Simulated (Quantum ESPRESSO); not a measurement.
# Sensitivity of a calculation on LaTl (Pm-3m, 2 atoms in the cell) to its settings

```yaml
crystal:
  lattice:
    - [3.93600, 0.00000, 0.00000]
    - [0.00000, 3.93600, 0.00000]
    - [0.00000, 0.00000, 3.93600]
  atoms:
    - { symbol: Tl, position: [0.50000, 0.50000, 0.50000] }
    - { symbol: La, position: [0.00000, 0.00000, 0.00000] }
```

Base run A: PBEsol, SSSP 1.1.2 efficiency (PBE) pseudopotentials (Quantum ESPRESSO 7.5), self-consistent single point.

Its settings: ecutwfc = 50 Ry; ecutrho = 400 Ry; occupations = smearing; smearing = gauss; degauss = 0.0036749 Ry; input_dft = pbesol; potentials = {Tl: Tl_pbe_v1.2.uspp.F.UPF, La: La.GGA-PBE-paw-v1.0.UPF}; K_POINTS = automatic 6 6 6 0 0 0; conv_thr = 1e-10 Ry.

The starting cell comes from a database of published, mostly measured structures (it also holds non-ambient and calculated ones), without a prior relaxation at this level.

ΔF is the free energy per atom less that of run A. A dash stands where there is no value to compare (another energy zero or no entropy term, no result, no spin, no clean gap, or a mesh too coarse for one). Absolute energies have different zeros for different potentials, functionals, Hubbard and dispersion terms and are not compared across them.

Runs:
- B: K_POINTS: automatic 6 6 6 0 0 0 → automatic 3 3 3 0 0 0
- C: nbnd: default → 13
- D: degauss: 0.0036749 Ry → 0.0073499 Ry; K_POINTS: automatic 6 6 6 0 0 0 → automatic 7 7 7 0 0 0
- E: ecutrho: 400 Ry → 500 Ry
- F: nosym: default → true
- G: input_dft: pbesol → vdw-df2 [vdW-DF2]
- H: diago_full_acc: default → true
- I: mixing_beta: default → 0.2
- J: ecutwfc: 50 Ry → 85 Ry; ecutrho: 400 Ry → 595 Ry; pseudopotentials: {Tl: Tl_pbe_v1.2.uspp.F.UPF, La: La.GGA-PBE-paw-v1.0.UPF} → {Tl: Tl.pbe-dn-kjpaw_psl.1.0.0.UPF, La: La.pbe-spfn-kjpaw_psl.1.0.0.UPF}

| run | ΔF (meV/atom) | pressure (GPa) | k-points |
|---|---|---|---|
| A | 0.00 | -0.66 | 20 |
| B | -21.8 | -1.01 | 4 |
| C | 0.00 | -0.66 | 20 |
| D | -9.0 | -0.61 | 20 |
| E | -0.02 | -0.65 | 20 |
| F | 0.00 | -0.66 | 112 |
| G | – | 7.13 | 20 |
| H | 0.00 | -0.65 | 20 |
| I | 0.00 | -0.66 | 20 |
| J | – | -0.76 | 20 |

Run J against A: The pressure goes from -0.66 to -0.76 GPa.

Run B against A: The free energy drops by 21.8 meV/atom and the pressure goes from -0.66 to -1.01 GPa.

Run G against A: The pressure goes from -0.66 to 7.13 GPa.
